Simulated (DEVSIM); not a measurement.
Device: abrupt GaAs p-n junction, at 400 K.

Layer 1 from the left is GaAs, thickness (μm) 2.00, Na (cm⁻³) 1.2e17, τn (s) 1.9e-8, τp (s) 1.9e-8. Layer 2 from the left is GaAs, thickness (μm) 200, Nd (cm⁻³) 5.5e14, τn (s) 1.9e-8, τp (s) 5.7e-10.

Left contact: ohmic. Right contact: ohmic. Voltage is applied to the left contact. Recombination: SRH at mid-gap, radiative. Mobility is constant in doping.

This is a model device: material constants are rounded textbook-type values typed into the input, and sizes, dopings and lifetimes were drawn at random. Values at 300 K; Nc and Nv go as T^1.5, mobilities as T to minus their exponent, the gap by Varshni's rule with the affinity fixed.

GaAs: gap (eV) 1.424, affinity (eV) 4.07, permittivity 12.9, Nc (cm⁻³) 4.7e17, Nv (cm⁻³) 9e18, μn (cm²/Vs) 8500, μp (cm²/Vs) 400, T exponent of μn 2.1, T exponent of μp 2.2, B (cm³/s) 2e-10, Varshni α (eV/K) 0.000541, Varshni β (K) 204.

Estimate by hand the built-in potential, the peak field at zero bias, the capacitance at -0.6 V, and compare with a numerical solution.


- Built-in potential: ni = √(Nc Nv) exp(−Eg/2kT) = 6.67e9 cm⁻³ with Eg = 1.377 eV; Vbi = kT/q ln(Na Nd/ni²) = 0.966 V; numerical 0.966 V.
- Peak field at zero bias: depletion approximation: W = √(2εVbi/(qN)) = 1.59 μm with N = 5.47e14 cm⁻³; field = 2Vbi/W = 12200 V/cm; numerical 22700 V/cm (estimate below by 46 %).
- Capacitance at -0.6 V: C = √(qεN / 2(Vbi + |V|)) = 5.66 nF/cm²; numerical 5.88 nF/cm² (estimate below by 3.9 %).

Model (solved in DEVSIM): 1D drift-diffusion, Boltzmann statistics, complete ionisation; no tunnelling, impact ionisation, image-force lowering or self-heating.
